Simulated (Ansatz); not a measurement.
BeS under load (space group I-4m2), r2SCAN with spin-orbit coupling, rigid bands (Ansatz, an electronic-structure program). Condition of this run: uniaxial stress zz = -2 GPa (compression positive) (the target of the relaxation). Band gap 3.49 eV, N_c = 1.37e19 cm⁻³ and N_v = 2.39e19 cm⁻³ at 300 K, conductivity masses along z (a = (0.00, 2.42, 2.47) Å; b = (2.42, 0.00, 2.47) Å; c = (2.42, 2.42, 0.00) Å) of 0.300 mₑ (electrons) and 0.774 mₑ (holes). Take k_BT = 0.02585 eV.

Problem. What thermal injection velocity √(2k_BT/πm) limits a ballistic channel along the direction named?

Solution. 9.82e6 cm/s for electrons and 6.12e6 cm/s for holes, a ratio of √(m_h/m_e) = 1.61, for dilute carriers.

Problem. A film of it is 3 nm thick, with its normal along the direction named. Estimate the confinement energies in an infinite well.

Solution. ħ²π²/(2m t²) = 0.376 eV·nm²/(m/mₑ × t²) gives 139 meV for electrons and 54.0 meV for holes, so the gap would widen to about 3.68 eV. Finite barriers and nonparabolic bands lower this, and with several valleys or bands the heaviest mass along the normal sets the lowest level, not this average.

Problem. Find the intrinsic carrier density and the intrinsic Fermi level.

Solution. n_i = √(N_c N_v) exp(−E_g/2k_BT) = 1.81e19 × exp(−67.50) = 8.8e-11 cm⁻³. The level lies (k_BT/2) ln(N_v/N_c) = 7 meV from mid-gap (positive towards the conduction band). Each 0.1 eV added to the gap lowers n_i by a factor of 6.9.

Rigid bands with the computed gap; masses take one relaxation time for all states.
